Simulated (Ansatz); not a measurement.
BaO (P6₃/mmc, No. 194, 4 atoms in the cell; start mp-1008500; a measured phase of this formula has another space group), treated with LDA (plane waves, PAW; Ansatz, a first-principles code).

Numerical settings: plane-wave cutoff 520 eV, 12×12×6 k mesh (along the axes of the cell as run), Fermi–Dirac smearing 0.01 eV, scalar-relativistic PAW data made under PBE.

Cell (relaxed with PBEsol):

```yaml
crystal:
  lattice:
    - [3.74634, 0.00000, 0.00000]
    - [-1.87317, 3.24442, 0.00000]
    - [0.00000, 0.00000, 6.53814]
  atoms:
    - { symbol: Ba, position: [0.33333, 0.66667, 0.25000] }
    - { symbol: Ba, position: [0.66667, 0.33333, 0.75000] }
    - { symbol: O, position: [0.00000, 0.00000, 0.50000] }
    - { symbol: O, position: [0.00000, 0.00000, 0.00000] }
```

### Question
Give the computed band gap, smallest direct gap on the k points sampled and Γ–Γ gap.

### Answer

* **band gap**: 2.41 eV
* **smallest direct gap on the k points sampled**: 2.41 eV
* **Γ–Γ gap**: 3.26 eV

Note: cell and atoms aren't relaxed at this level (pressure -2.6 GPa).

Spin–orbit coupling is not included.

The computed numbers hold no vibrational or temperature effects.

It cost around 30 core-seconds (rough) of CPU time.

A start named mp-… is a Materials Project structure, which need not be a measured phase.
